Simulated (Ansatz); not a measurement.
An ideal cubic perovskite cell is held by its symmetry; such compounds can tilt or shift off centre at room temperature. The starting structures come from a database of crystals and need not be the phases stable at ambient conditions.

 Where the default PAW files enter, the runs use the earlier of Ansatz's two default sets.

Evanescent states of CsGeBr$_{3}$ (Pm-3m, cubic perovskite, not sure to be the ambient phase, 5 atoms a cell, 33.9 Å³ an atom) along the normal of (001)

The numbers are results of r2SCAN (plane waves, PAW; Ansatz, a first-principles code), not measurements.

No gap correction and no spin-orbit coupling; mid-gap values are interpolated between computed energies.

Energies count from the valence-band top; κ is the least over a 6×6 mesh across the current.

| E (eV) | κ (1/Å) | where |
|---|---|---|
| 0.03 | 0.019 | off Γ |
| 0.07 | 0.032 | off Γ |
| 0.12 | 0.039 | off Γ |
| 0.17 | 0.043 | off Γ |
| 0.23 | 0.046 | off Γ |
| 0.28 | 0.047 | off Γ |
| 0.33 | 0.047 | off Γ |
| 0.38 | 0.047 | off Γ |
| 0.42 | 0.045 | off Γ |
| 0.47 | 0.042 | off Γ |
| 0.53 | 0.038 | off Γ |
| 0.57 | 0.033 | off Γ |
| 0.62 | 0.025 | off Γ |
| 0.68 | 0.009 | off Γ |

Q: How thick must the barrier be to attenuate the transmission by 10^8 when the electrodes' Fermi level lies at 0.23 eV, and what attenuation does that film give at 0.33 eV?

A: d = 8 ln 10 / (2 × 0.046) = 200.2 Å. At 0.33 eV it gives 8 × 0.047/0.046 = 8.2 decades.
